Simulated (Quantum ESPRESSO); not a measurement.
Quantum ESPRESSO run on MnN (F-43m, 2 atoms in the cell): self-consistent single point.

Level of theory: PBEsol, PseudoDojo standard norm-conserving (PBESOL) pseudopotentials (plane waves; Quantum ESPRESSO 7.5).

The change in words: lattice scaled by 0.98. Reference geometry:
```
CELL_PARAMETERS angstrom
      0.00000     2.11547     2.11547
      2.11547     0.00000     2.11547
      2.11547     2.11547     0.00000
ATOMIC_POSITIONS crystal
  Mn 0.00000 0.00000 0.00000
  N  0.25000 0.25000 0.25000
```

Reference input (self-consistent single point, DFT, PBEsol, plane waves, PseudoDojo standard norm-conserving (PBESOL) pseudopotentials): ecutwfc = 100 Ry; occupations = smearing; smearing = fermi-dirac; degauss = 0.0073499 Ry; potentials = {Mn: Mn.upf, N: N.upf}; K_POINTS = automatic 9 9 9 0 0 0; conv_thr = 1e-10 Ry. This run's input differs from it in these lines:

```diff
@@ -29,5 +29,5 @@
 CELL_PARAMETERS {angstrom}
-   0.0000000000     2.1154700000     2.1154700000
-   2.1154700000     0.0000000000     2.1154700000
-   2.1154700000     2.1154700000     0.0000000000
+   0.0000000000     2.0731610000     2.0731610000
+   2.0731610000     0.0000000000     2.0731610000
+   2.0731610000     2.0731610000     0.0000000000
```

Output (repeated stretches shortened):

```
     Self-consistent Calculation

     iteration #  1     ecut=   100.00 Ry     beta= 0.70

     total energy              =    -238.06608583 Ry
     estimated scf accuracy    <       0.43671964 Ry

     iteration #  2     ecut=   100.00 Ry     beta= 0.70

     total energy              =    -237.83357329 Ry
     estimated scf accuracy    <       2.94668486 Ry

     iteration #  3     ecut=   100.00 Ry     beta= 0.70

     total energy              =    -238.30198730 Ry
     estimated scf accuracy    <       0.05028679 Ry

   [... 5 blocks of this kind left out ...]

     iteration #  9     ecut=   100.00 Ry     beta= 0.70

     total energy              =    -238.30674515 Ry
     estimated scf accuracy    <       0.00000001 Ry

     iteration # 10     ecut=   100.00 Ry     beta= 0.70
     End of self-consistent calculation

     the Fermi energy is    16.4424 ev

!    total energy              =    -238.30674515 Ry
     estimated scf accuracy    <          8.9E-12 Ry
     smearing contrib. (-TS)   =      -0.00329461 Ry
     internal energy E=F+TS    =    -238.30345055 Ry

     convergence has been achieved in  10 iterations

     Forces acting on atoms (cartesian axes, Ry/au):

     atom    1 type  1   force =    -0.00000000    0.00000000    0.00000000
     atom    2 type  2   force =     0.00000000    0.00000000    0.00000000

     Total force =     0.000000     Total SCF correction =     0.000000

          total   stress  (Ry/bohr**3)                   (kbar)     P=      138.07
   0.00093860   0.00000000   0.00000000          138.07        0.00        0.00
   0.00000000   0.00093860   0.00000000            0.00      138.07        0.00
   0.00000000   0.00000000   0.00093860            0.00        0.00      138.07

   JOB DONE.
```

The run converged in 10 iterations. Against the reference run the free energy rises by 13.6 meV/atom and the pressure goes from -5.06 to 13.81 GPa.

The starting cell comes from a database of computed structures (which also holds hypothetical and non-ambient phases and stackings), without a prior relaxation at this level. For this run, on top of that: lattice scaled by 0.98. Spin polarisation is off, so a magnetic state, if there is one, cannot be reached. With a pressure of about 14 GPa the cell is away from its equilibrium volume at this level.
